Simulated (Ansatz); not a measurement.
Model: Si(111) 1x1 surface, 6 top atoms, 3 bilayers, bottom bilayer H-capped and fixed, every top atom capped by Br; cell 11.5 x 6.6 Å; about 7 Å thick over the host's atoms, 18 atoms held. These are PBE-D3(BJ) (plane waves to 420 eV, PAW; Ansatz, a quantum-chemistry and plane-wave program) values and carry that method's errors. k mesh 1 x 2 x 1. The slab states were run without spin polarisation. No spin-orbit coupling. Results hold for this slab, coverage and mesh. No zero-point or entropy terms are included. Each state was relaxed from one prepared geometry.

One DMAC a cell is brought to Si(111):Br. Relaxed result near the molecule:

```csv
atom,x (Å),y (Å),z (Å)
Br(31),5.734,9.982,11.743
Br(46),7.679,6.687,11.736
Al(a0),5.616,5.470,14.805
Cl(a1),3.775,4.393,14.899
C(a2),7.266,4.430,14.901
H(a3),7.098,3.357,14.747
H(a4),8.004,4.774,14.163
H(a5),7.725,4.558,15.895
C(a6),5.528,7.417,14.868
H(a7),6.078,7.861,14.026
H(a8),4.506,7.815,14.845
H(a9),6.008,7.783,15.789
```

**Question.** What is the adsorption energy against the free DMAC and the slab before, and how much of it is dispersion?

**Answer.** -0.47 eV (negative: bound); the D3 term gives -0.47 eV of it. Its closest contacts to the rest of the cell: H(a7)...Br(46) 3.03 Å, H(a4)...Br(46) 3.11 Å, H(a7)...Br(31) 3.13 Å.

Here DMAC is dimethylaluminium chloride monomer.
